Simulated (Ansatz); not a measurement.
# HfC: uniaxial strain ε_zz = −1.00 %

The parent structure is HfC in the rock salt structure (space group Fm-3m, No. 225; a = 4.6071 Å; relaxed with 0.1 eV smearing). Axes: x, y, z lie along the cube axes.

Modification: uniaxial strain ε_zz = −1.00 %, all other strain components held at zero; the atoms relax in the strained cell.

The values are results of DFT with PBEsol, PAW potentials and a 420 eV plane-wave cutoff in Ansatz (a first-principles code), without spin-orbit coupling, not measurements. Settings: 22×22×22 k-points, 0.1 eV Fermi–Dirac smearing.

The volume per atom shrinks by 0.12 Å³ to 12.10 Å³ and the space group goes from Fm-3m (No. 225) to I4/mmm (No. 139). The shortest interatomic distance shrinks by 0.0230 Å to 2.280 Å and the energy increases by 2.1 meV/atom. The pressure (mean of the normal stresses, compression positive) goes from zero to 2.6 GPa and the band gap stays zero. The stress (xx, yy, zz, yz, xz, xy; compression positive) comes out as (1.0, 1.0, 5.7, 0.0, 0.0, 0.0) GPa.

Cost of the whole job for the changed cell (relaxation, final SCF and bands): very roughly 30 core-seconds.

Whether these cells are dynamically stable was not tested. The final runs are not spin-polarised.
